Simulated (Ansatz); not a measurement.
## What pressure 9 GPa does to hypothetical CsCl type LaAs

The parent structure is LaAs in the CsCl type structure (space group Pm-3m, No. 221; a = 3.743 Å; a hypothetical phase, not in the database extracts checked).

The change: a hydrostatic pressure of 9 GPa.

Method: Kohn–Sham DFT with the r2SCAN functional, run in Ansatz (a first-principles code) with PAW and 500 eV plane waves, without spin-orbit coupling. Settings: 12×12×12 k-points, 0.05 eV Fermi–Dirac smearing.

| quantity | base | changed | shift |
|---|---|---|---|
| volume per atom | 26.23 Å³ | 23.66 Å³ | -2.57 Å³ |
| density | 6.77 g/cm³ | 7.50 g/cm³ | +0.73 g/cm³ |
| shortest interatomic distance | 3.242 Å | 3.132 Å | -0.1094 Å |
| band gap | zero | zero | – |

Final structure:

```yaml
crystal:
  lattice:
    - [3.61704, 0.00000, 0.00000]
    - [0.00000, 3.61704, 0.00000]
    - [0.00000, 0.00000, 3.61704]
  atoms:
    - { symbol: La, position: [0.00000, 0.00000, 0.00000] }
    - { symbol: As, position: [0.50000, 0.50000, 0.50000] }
```

Load acts through the strain it causes; cell and atoms are relaxed under it. Whether these cells are dynamically stable was not tested. No other phases were tried under pressure. All final runs are without spin polarisation.
